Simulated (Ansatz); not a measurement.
NbN3 (model structure, started from the ReO3 type, Pm-3m, No. 221, 4 atoms in the cell), treated with LDA in Ansatz (PAW).

Settings: plane-wave cutoff 520 eV, 14×14×14 k mesh, Fermi–Dirac smearing 0.05 eV, no spin polarisation, scalar-relativistic PAW data made under PBE.

Cell (relaxed at this level):

```cif
data_N3Nb
_chemical_formula_sum 'Nb1 N3'
_space_group_name_H-M_alt 'P 1'
_space_group_IT_number 1
_cell_length_a 4.01733
_cell_length_b 4.01733
_cell_length_c 4.01733
_cell_angle_alpha 90.000
_cell_angle_beta 90.000
_cell_angle_gamma 90.000
loop_
_space_group_symop_operation_xyz
  'x, y, z'
loop_
_atom_site_label
_atom_site_type_symbol
_atom_site_fract_x
_atom_site_fract_y
_atom_site_fract_z
_atom_site_occupancy
Nb1 Nb 0.00000 0.00000 0.00000 1
N1 N 0.00000 0.50000 0.00000 1
N2 N 0.50000 0.00000 0.00000 1
N3 N 0.00000 0.00000 0.50000 1
```

**Question.** Estimate the bulk modulus that the calculation returns.

**Answer.** 
* **bulk modulus**: 148 GPa

Note: the bulk modulus is −V dP/dV from two relaxed cells at ±2 % in volume; the relaxation could raise the start's symmetry but not lower it, so the cell can be a saddle point.

The result took very roughly 40 core-seconds.

A model structure was made by putting elements into a prototype or built by hand; it is no filed structure, need not be a known phase, and can be a saddle point held by its symmetry.

Ansatz is a first-principles code.
